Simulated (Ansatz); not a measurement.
## SiO$_{2}$ in the rutile structure (space group P4_2/mnm, No. 136)

Space group P4₂/mnm (No. 136); a = b = 4.155 Å, c = 2.661 Å, α = β = γ = 90.00°

```json
[
 {"atom": "Si", "site": "2a", "symmetry": "m.mm", "x": "0.0000", "y": "0.0000", "z": "0.0000"},
 {"atom": "O", "site": "4f", "symmetry": "m.2m", "x": "0.3056", "y": "0.3056", "z": "0.0000"}
]
```

Method: plane-wave PAW DFT at the LDA level (Ansatz, a first-principles code, 420 eV), without spin-orbit coupling. k-mesh 8×8×12 (Γ-centred); smearing 0.05 eV (Fermi–Dirac).

```json
{
  "volume_per_atom": "7.66 Å³",
  "density": "4.34 g/cm³",
  "band_gap": "5.81 eV, direct at Γ",
  "electron_mass": "0.40 mₑ along c, 0.52 mₑ across",
  "hole_mass": "1.7 mₑ along c, 1.1 mₑ across",
  "Lowest conduction-band minima above the VBM": "Γ 5.81 eV; A (1/2, 1/2, 1/2) 7.19 eV",
  "total_energy": "-574.237 eV/atom (σ→0; compares only within this code and set-up)"
}
```

Effective masses come from finite differences of ±0.01 Å⁻¹. Stability against distortions was not tested.
